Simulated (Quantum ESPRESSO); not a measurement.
A working Quantum ESPRESSO input for Ti₃Pt (Pm-3n, 8 atoms in the cell) (DFT, PBEsol, plane waves, PseudoDojo standard norm-conserving (PBESOL) pseudopotentials):

```fortran
&control
    calculation = 'scf'
    prefix = 'Ti3Pt'
    outdir = './work'
    pseudo_dir = './'
    tprnfor = .true.
    tstress = .true.
/
&system
    ibrav = 1
    celldm(1) = 9.2703236249
    nat = 8
    ntyp = 2
    ecutwfc = 85
    occupations = 'smearing'
    smearing = 'gauss'
    degauss = 0.0147
/
&electrons
    conv_thr = 1.0e-11
    mixing_beta = 0.3
/
ATOMIC_SPECIES
Ti    47.8670  Ti.upf
Pt   195.0840  Pt.upf
ATOMIC_POSITIONS angstrom
Ti    0.0000000000    1.2264110000    2.4528220000
Ti    0.0000000000    3.6792330000    2.4528220000
Ti    1.2264110000    2.4528220000    0.0000000000
Ti    3.6792330000    2.4528220000    0.0000000000
Ti    2.4528220000    0.0000000000    1.2264110000
Ti    2.4528220000    0.0000000000    3.6792330000
Pt    2.4528220000    2.4528220000    2.4528220000
Pt    0.0000000000    0.0000000000    0.0000000000
K_POINTS automatic
4 4 4  1 1 1
```

The run converged in 22 iterations: free energy E − TS -16792.5511 eV; Fermi level (on the code's own zero) 17.83 eV; pressure 8.93 GPa. Each of these slips is then made, one at a time:

(1)
```diff
-    ecutwfc = 85
+    ecutwfc = 42
```

(2)
```diff
+    tot_charge = 1
```

How does each altered input end?


(1) An energy in the wrong unit. The run converged in 16 iterations without an error; against the sound input the free energy goes up by 2.34 eV/atom and the pressure goes from 8.93 to -84.71 GPa.

(2) An unintended net charge. The run converged in 22 iterations without an error; against the sound input the pressure goes from 8.93 to -19.44 GPa.

The starting cell comes from a database of computed structures (which also holds hypothetical and non-ambient phases and stackings), without a prior relaxation at this level. Its lattice was rescaled by a random factor within 2.5 % of one. Spin polarisation is off. In the base run, with a pressure of about 9 GPa the cell is away from its equilibrium volume at this level.

Left out of this page: 2 runs of the series outside the window shown, repeating another row's setting, or not comparable; 1 run of the series stopped by limits of time or memory.
